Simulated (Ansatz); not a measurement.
# Sr: stress against strain

Sr (fcc, Fm-3m, 51.935 Å³/atom at rest) under an equal strain ε in the (111) plane with the normal axis free, as in a coherent film. PBEsol in Ansatz, a plane-wave DFT program (PAW, default set), 420 eV, 14×14×14 Γ-centred mesh, Fermi-Dirac smearing 0.05 eV; ions are relaxed within the symmetry of each cell. Stress is positive for a compressed cell.

Here s stands for strain and y for stress xx.

```csv
strain (%),stress xx (GPa)
-1.25,0.42
-0.83,0.27
-0.42,0.14
0.00,0.00
0.42,-0.13
0.83,-0.25
1.25,-0.37
2.50,?
```

The 7 complete rows are fitted with a straight line, y against s. Means: s 0, y 0.011. About the means, the sum of products is -1.5325 and the sum of squares of s is 4.8556; the slope is their ratio. Least squares gives y = 0.011 - 0.3156·s. Residuals (row less fit): 0.015, -0.003, -0.004, -0.011, -0.008, 0.001, 0.013; standard error 0.011 (degrees of freedom: 5). The slope gives the biaxial elastic modulus of this plane = 32 ± 0.5 GPa.

What does the fit predict for y at s = 2.50, and how far is the calculated value from it?

y = 0.011 - 0.3156 × 2.50 = -0.778 GPa. The calculation gives -0.71 GPa, 0.068 GPa above the prediction (6.0 % of the range of y in the table). The row lies outside the fitted rows, so this is an extrapolation. From the scatter of the fitted rows alone, a prediction at this place has a standard error of 0.017 GPa, so the miss is 4.0 times that.

One order more, fitted to all 13 runs of the series, follows each within 0.01, so the miss is the next term of a smooth law. In a metal these values are sensitive to mesh and smearing; energies are taken to zero smearing, stresses follow the free energy. Rows are the converged runs of the series near zero and its far end; series whose fitted rows scatter by over a few per cent of the range, as at a crossing or softening among them, aren't shown in this form. Most that stay on the fit to the last digits aren't either.
